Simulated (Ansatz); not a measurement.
Troubleshooting Ansatz (an electronic-structure program): a failed run on Co (P6_3/mmc, 4 atoms in the cell). The aim is a self-consistent single point with DFT, PBE, plane waves, PAW files.

Cell that was meant: a = 2.5089 Å, b = 2.5089 Å, c = 8.2136 Å, α = 90.00°, β = 90.00°, γ = 120.00°.

Part of the input:

Ansatz 0.2 input:
```yaml
  spin_polarized: true
scf:
  occupations: { method: gaussian, width: 0.1 eV }
  max_iter: 3
output:
  forces: true
  eigenvalues: true
```

Output (repeated stretches shortened):

```
SCF iter   1: F=—  HF=-20504.005559 eV  |F-HF|=—  |Δ(HF+E_count)|=         —  Δρ=1.61e-1 (↑1.61e-1 ↓7.66e-2)  dr2=3.26e0  dr2_m=5.46e0  M=7.316 μB ∫|m|=7.660 μB  β_m=0.30  ethr=3.10e-3  ⟨swp⟩=5.4  Hψ=26346  notcnv=0
Mixer restart at iter 1: flushing history
all-band conjugate gradients solve this SCF's bands
preconditioner: auto → Kerker (q_TF=auto, 2.925 Å⁻¹)
spin=Collinear: Kerker preconditioning applied to the charge; magnetization (m = ρ↑ − ρ↓) channel mixes plain (no charge-response kernel on spin).
SCF iter   2: F=—  HF=-20502.344989 eV  |F-HF|=—  |Δ(HF+E_count)|=    1.66e0  Δρ=8.23e-2 (↑8.02e-2 ↓8.23e-2)  dr2=1.29e-1  dr2_m=2.65e0  M=7.224 μB ∫|m|=7.643 μB  β_m=0.49  ethr=3.10e-3  ⟨swp⟩=5.8  Hψ=19460  notcnv=0
SCF iter   3: F=—  HF=-20504.046272 eV  |F-HF|=—  |Δ(HF+E_count)|=    1.70e0  Δρ=3.65e-2 (↑3.30e-2 ↓3.65e-2)  dr2=6.97e-3  dr2_m=4.93e-1  M=6.913 μB ∫|m|=7.462 μB  β_m=0.59  ethr=1.90e-4  ⟨swp⟩=5.5  Hψ=18707  notcnv=0
Error: did not converge after 3 iterations: magnetization_residual = 4.93e-1 (threshold 1.00e-7), under the density mixer `msr1`, which `scf.mixing.algorithm: auto` chose by the deck's other keys (type `scf.mixing.algorithm: msr1` to keep it); raise `scf.max_iter`, which need not help a stalled SCF, or adjust the mixing (`scf.mixing`) or, under a smearing, its width (`scf.occupations.width`, in either direction: another width is another result); this SCF holds its density and magnetisation to the symmetry operations that it keeps, and cannot end on a state that breaks one of them: if the state sought breaks one, re-run with `crystal.symmetry.detect: false`, without [...]
```

Question: Find the mistake and give the fix.

Answer: The fault is an iteration limit that is too low. The loop is cut before its threshold is met, so whatever is printed at the end is not self-consistent. To fix it, raise the limit, or leave it to the default. The run ended unconverged after 3 iterations.

The sound input it was made from differs as follows (other fixes are possible):
```diff
-  max_iter: 3
```

With that input, the run converged in 13 iterations: free energy E − TS (on the zero of these files) -20504.6171 eV; Fermi level (on the code's own zero) 18.08 eV; pressure -5.16 GPa; size of the cell's spin moment 6.72 μB (DFT, PBE, plane waves, PAW files).

On the sound input: the starting cell comes from a database of computed structures (which also holds hypothetical and non-ambient phases and stackings), without a prior relaxation at this level. Its lattice was rescaled by a random factor within 2.5 % of one. The magnetic order is the one reached from the typed start; others were not searched systematically. With a pressure of about -5 GPa the cell is away from its equilibrium volume at this level. Ansatz's pressure includes its estimate of the finite-basis (Pulay) stress.
